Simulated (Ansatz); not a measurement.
Ru: biaxial strain −2.00 %, plane normal [001], relaxed out of plane

The reference is Ru in the hcp (Mg type) structure (space group P6_3/mmc, No. 194; a = 2.676 Å, c = 4.224 Å; relaxed with 0.1 eV smearing). Axes: x lies along a and z along c of the hexagonal cell.

Modification: compressive biaxial strain of 2.00 % in the plane normal to [001], as in epitaxy on a mismatched substrate; the out-of-plane cell vector and the atoms relax.

The values are results of DFT with LDA, PAW potentials and a 420 eV plane-wave cutoff in Ansatz (an electronic-structure program), no spin-orbit coupling, not measurements. k-mesh 25×25×14 (Γ-centred); smearing 0.1 eV (Fermi–Dirac).

The pressure (mean of the normal stresses, compression positive) goes from zero to 11.5 GPa and the band gap stays zero. The out-of-plane strain comes out as +1.10 % and the mean in-plane stress (compression positive) is +17.2 GPa.

Cost of the whole job for the changed cell (relaxation, final SCF and bands): about 70 core-seconds (a rough figure).

Stability against distortions was not tested. All final runs are without spin polarisation.
